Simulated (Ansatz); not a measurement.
Worked example: self-consistent single point of ZnCrF6 (R-3, 8 atoms in the cell) in Ansatz (a first-principles code)

Computed with r2SCAN+U, default PAW files made with PBE (plane waves; Ansatz).

This input was run:

Ansatz 0.2 input:
```yaml
# ZnCrF6
crystal:
  lattice:
    - [2.436654, 1.406803, 4.410086]
    - [-2.436654, 1.406803, 4.410086]
    - [0.000000, -2.813605, 4.410086]
  atoms:
    - { symbol: Zn, position: [0.000000, 0.000000, 0.000000] }
    - { symbol: Cr, position: [0.500000, 0.500000, 0.500000], spin: 3.0 }
    - { symbol: F, position: [0.870470, 0.266550, 0.601670] }
    - { symbol: F, position: [0.129530, 0.733450, 0.398330] }
    - { symbol: F, position: [0.601670, 0.870470, 0.266550] }
    - { symbol: F, position: [0.398330, 0.129530, 0.733450] }
    - { symbol: F, position: [0.266550, 0.601670, 0.870470] }
    - { symbol: F, position: [0.733450, 0.398330, 0.129530] }
kpoints:
  mp_grid: { grid: [4, 4, 4] }
hamiltonian:
  xc: r2scan
  pseudopotentials: { kind: paw }
  hubbard: { sites: [{ species: Cr, l: d, u_eff: 3.7 }] }
magnetization:
  spin_polarized: true
scf:
  occupations: { method: gaussian, width: 0.0007 Ry }
output:
  forces: true
  eigenvalues: true
  stress: true
```

Output, abridged:

```
WARN basis.ecutwfc = 500 eV, the default
WARN ansatz: RAYON_NUM_THREADS=1 ignored (pool sized by the plan → 1); use --threads N
Zn: projections on atomic orbitals take those of the free atom [Ar] 3d10 4s2, of charge +0.00 (hamiltonian.pseudopotentials.projection_atoms) …
Cr: projections on atomic orbitals take those of the free atom [Ne] 3s2 3p6 3d5 4s1, of charge +0.00 (hamiltonian.pseudopotentials.projection_atoms) …
F: projections on atomic orbitals take those of the free atom [He] 2s2 2p5, of charge +0.00 (hamiltonian.pseudopotentials.projection_atoms) …
Pseudopotentials: kind: paw
Pseudopotential: Zn, paw, valence charge 12
Pseudopotential: Cr, paw, valence charge 14
Pseudopotential: F, paw, valence charge 7
Crystal: 8 atoms, lattice volume = 90.704 Å³
Basis set: ecut = 500 eV, 2303 PW (Γ), exchange–correlation on 160×160×160 points (64 copies of the dense FFT grid, shifted against one another)
Bands: 44, of which v1, the nominal top of the filled ones, is band 34 counted from 1 (33 counted from 0)
Symmetry: 6 space group operations
Space group: R-3 (ITA 148), of the structure as read, at distance tolerance 4.5e-5 Å
Magnetic group: BNS 148.17 (UNI 1247), of the structure as read, at distance tolerance 4.5e-5 Å
k-points: 14 of 64
PAW frozen core: Zn, regenerated for the run's functional
PAW frozen core: Cr, regenerated for the run's functional
PAW frozen core: F, regenerated for the run's functional
Initial density: superposition of atomic densities (chi_scale 0.1, normalization cell, long waves kept (reshape's long-wave potential 0.03 eV rms))
Starting moments: Σ|m| = 3 μB on 1 of 8 sites
Initial wavefunctions: pseudopotential atomic-orbital guess
Eigensolver: davidson
Functional: x = r2scan, c = r2scan; τ floored in thin density (d = 2e-4 eV/Å³)
SCF iter   1: F=—  HF=-11569.284342 eV  |F-HF|=—  |Δ(HF+E_count)|=         —  Δρ=7.92e-2 (↑7.92e-2 ↓7.27e-2)  dr2=1.41e1  dr2_τ=5.80e-2  dr2_m=3.63e-1  M=2.000 μB ∫|m|=3.516 μB  β_m=0.30  ethr=3.10e-3  ⟨swp⟩=6.2  Hψ=4884  notcnv=0
all-band conjugate gradients solve this SCF's bands
preconditioner: auto → Resta (q_TF=auto, 2.600 Å⁻¹)
spin=Collinear: Resta preconditioning applied to the charge; magnetization (m = ρ↑ − ρ↓) channel mixes plain (no charge-response kernel on spin).
SCF iter   2: F=—  HF=-11567.328439 eV  |F-HF|=—  |Δ(HF+E_count)|=    1.96e0  Δρ=4.89e-2 (↑4.89e-2 ↓3.75e-2)  dr2=3.13e0  dr2_τ=5.91e-2  dr2_m=4.82e-1  M=2.000 μB ∫|m|=2.906 μB  β_m=0.30  ethr=3.10e-3  ⟨swp⟩=2.9  Hψ=2667  notcnv=0  defer=129  κ⁻¹=1.0e0(r=1)
   [... lines left out ...]
SCF iter  18: F=—  HF=-11568.251444 eV  |F-HF|=—  |Δ(HF+E_count)|=   1.65e-6  Δρ=1.76e-5 (↑1.76e-5 ↓1.50e-5)  dr2=6.20e-7  dr2_τ=1.23e-8  dr2_m=1.11e-8  M=2.000 μB ∫|m|=2.226 μB  β_m=1.20  ethr=2.05e-9  ⟨swp⟩=2.5  Hψ=1774  notcnv=0  defer=142  κ⁻¹=2.0e-5(r=7)
SCF iter  19: F=—  HF=-11568.251446 eV  |F-HF|=—  |Δ(HF+E_count)|=   1.92e-6  Δρ=5.88e-6 (↑4.40e-6 ↓5.88e-6)  dr2=7.29e-8  dr2_τ=1.09e-9  dr2_m=2.62e-9  M=2.000 μB ∫|m|=2.226 μB  β_m=1.20  ethr=1.47e-10  ⟨swp⟩=9.5  Hψ=5991  notcnv=0  κ⁻¹=5.9e-6(r=8)
SCF iter  20: F=—  HF=-11568.251446 eV  |F-HF|=—  |Δ(HF+E_count)|=   1.97e-7  Δρ=4.50e-6 (↑3.57e-6 ↓4.50e-6)  dr2=6.36e-8  dr2_τ=6.75e-10  dr2_m=8.82e-10  M=2.000 μB ∫|m|=2.226 μB  β_m=1.20  ethr=1.07e-10  ⟨swp⟩=3.2  Hψ=3338  notcnv=0  κ⁻¹=2.0e-6(r=8)
SCF iter  21: F=-11568.251447 eV  HF=-11568.251447 eV  |F-HF|=2.63e-8  |Δ(HF+E_count)|=   1.13e-7  Δρ=1.96e-6 (↑1.96e-6 ↓1.74e-6)  dr2=8.66e-9  dr2_τ=1.51e-10  dr2_m=6.18e-10  M=2.000 μB ∫|m|=2.226 μB  ethr=9.35e-11  ⟨swp⟩=4.1  Hψ=3770  notcnv=0
SCF 1 converged in 21 iterations: F = -11568.251447 eV  dr2 = 8.66e-9
Crystal: 8 atoms, lattice volume = 90.704 Å³
Symmetry: 2 space group operations
k-points: 36 of 64
Initial density: read from a saved state, or passed on in memory by an earlier SCF of this step, an earlier step, the calling program or the single point that …
Starting moments: Σ|m| = 3 μB on 1 of 8 sites; this step starts from the density that it was given
Initial wavefunctions: those read from a saved state, or passed on in memory by an earlier step or the calling program
iter 1 solved again at ethr=1.27e-11 eV; its pass at ethr=1.47e-6 eV (dr2=8.65e-9 eV) is discarded
SCF iter   1: F=-11568.251447 eV  HF=-11568.251447 eV  |F-HF|=2.63e-8  |Δ(HF+E_count)|=         —  Δρ=1.96e-6 (↑1.96e-6 ↓1.74e-6)  dr2=8.65e-9  dr2_τ=1.52e-10  dr2_m=6.19e-10  M=2.000 μB ∫|m|=2.226 μB  ethr=1.27e-11  ⟨swp⟩=1.0  Hψ=13976  notcnv=0
preconditioner: auto → Resta (q_TF=auto, 2.600 Å⁻¹)
spin=Collinear: Resta preconditioning applied to the charge; magnetization (m = ρ↑ − ρ↓) channel mixes plain (no charge-response kernel on spin).
SCF iter   2: F=-11568.251437 eV  HF=-11568.251440 eV  |F-HF|=2.86e-6  |Δ(HF+E_count)|=   7.02e-6  Δρ=6.55e-5 (↑6.55e-5 ↓5.18e-5)  dr2=6.80e-6  dr2_τ=1.29e-7  dr2_m=4.99e-7  M=2.000 μB ∫|m|=2.226 μB  ethr=1.47e-6  ⟨swp⟩=1.0  Hψ=8904  notcnv=0
SCF iter   3: F=-11568.251445 eV  HF=-11568.251445 eV  |F-HF|=4.71e-7  |Δ(HF+E_count)|=   5.83e-6  Δρ=1.84e-5 (↑1.84e-5 ↓1.42e-5)  dr2=6.11e-7  dr2_τ=9.95e-9  dr2_m=1.77e-8  M=2.000 μB ∫|m|=2.226 μB  ethr=1.68e-8  ⟨swp⟩=1.0  Hψ=6624  notcnv=0
SCF iter   4: F=-11568.251447 eV  HF=-11568.251447 eV  |F-HF|=2.62e-9  |Δ(HF+E_count)|=   1.24e-6  Δρ=2.07e-6 (↑2.07e-6 ↓1.27e-6)  dr2=4.96e-9  dr2_τ=1.24e-10  dr2_m=4.81e-10  M=2.000 μB ∫|m|=2.226 μB  ethr=1.47e-10  ⟨swp⟩=1.2  Hψ=6641  notcnv=0
   [... lines left out ...]
Absolute magnetization: 2.2362 μB (∫|ρ↑−ρ↓|, with the PAW one-centre terms)
Free energy (F): -11568.251447 eV
Fermi energy:    3.471900 eV
   [... lines left out ...]
        5.123558       0.000045      -0.000000
       -0.000045       5.123558       0.000000
        0.000000       0.000000       5.224181
  P = ⅓ Tr σ = 5.1571 GPa (51.571 kbar)
  The stress holds the Pulay correction. Without it, at fixed plane waves, as pw.x and ABINIT print it: P = 4.9737 GPa
--- Band table (eV; the first three rows and the last of 28) ---
  k-point 0 ↑: bands = ["-73.3390", "-43.5485", "-43.4208", "-43.4208", "-20.5670", "-19.7009", "-19.7009", "-19.5967", "-19.5191", "-19.5191", "-3.1198", "-3.1198", "-2.9912", "-2.4481", "-2.4481", "-1.8692", "-1.4812", "-1.4812", "-1.0729", [...]
  k-point 1 ↑: bands = ["-73.3390", "-43.5485", "-43.4209", "-43.4208", "-20.4390", "-19.7334", "-19.7081", "-19.6481", "-19.5711", "-19.5249", "-3.0640", "-2.8884", "-2.7669", "-2.3899", "-2.3606", "-1.8835", "-1.7422", "-1.4167", "-1.3980", [...]
  k-point 2 ↑: bands = ["-73.3391", "-43.5485", "-43.4211", "-43.4208", "-20.2348", "-19.8772", "-19.7405", "-19.6978", "-19.5714", "-19.5241", "-3.0362", "-2.5682", "-2.3476", "-2.3432", "-2.1357", "-2.0062", "-1.8663", "-1.8101", "-1.1959", [...]
  k-point 13 ↓: bands = ["-70.6846", "-41.5187", "-40.4102", "-40.4102", "-20.2718", "-19.9264", "-19.6934", "-19.6934", "-19.5101", "-19.5101", "-2.2076", "-2.2076", "-2.0356", "-2.0356", "-1.9860", "-1.9505", "-0.9754", "-0.8933", "-0.8933", [...]
Occupation matrices written to occupation_matrices
```

The run converged in 25 iterations.

The starting cell comes from a database of computed structures (which also holds hypothetical and non-ambient phases and stackings), without a prior relaxation at this level. Its lattice was rescaled by a random factor within 2.5 % of one. With one magnetic atom in the cell only a parallel order is possible. With U or open f shells several self-consistent states can exist. With a pressure of about 5 GPa the cell is away from its equilibrium volume at this level. Ansatz's pressure includes its estimate of the finite-basis (Pulay) stress.

These are the values that this program gave, and no reference: magnets with a U can end in a higher state.

Cost on one core of a shared machine: roughly 3 min.
